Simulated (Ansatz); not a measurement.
```xyz
9
Lattice="0.0000 5.2823 5.2823 5.2823 0.0000 5.2823 5.2823 5.2823 0.0000" Properties=species:S:1:pos:R:3 pbc="T T T"
Cs     2.6412     2.6412     2.6412
Cs     7.9235     7.9235     7.9235
Pd     0.0000     0.0000     0.0000
Br     2.4744     5.2823     5.2823
Br     8.0902     5.2823     5.2823
Br     5.2823     2.4744     5.2823
Br     5.2823     8.0902     5.2823
Br     5.2823     5.2823     2.4744
Br     5.2823     5.2823     8.0902
```

The cell is a database entry relaxed within its symmetry; it need not be the phase found at ambient conditions. Unless called populations, κ holds the coherence term between modes besides the Boltzmann populations.

Problem. Estimate the lattice thermal conductivity at 600 K from a three-phonon Boltzmann calculation with natural isotopes, PBEsol in Ansatz (third-order constants from a 72-atom supercell out to 5.1 Å, harmonic mesh 2×2×2, k mesh 4×4×4, scattering mesh 9×9×9).

Solution. κ = 0.24 W/(m K). Supercell, cutoff and meshes were set by a common rule and not converged for this crystal in particular.

The PAW data sets were generated under PBE and serve the other functionals too.

Ansatz is a quantum-chemistry and plane-wave program.
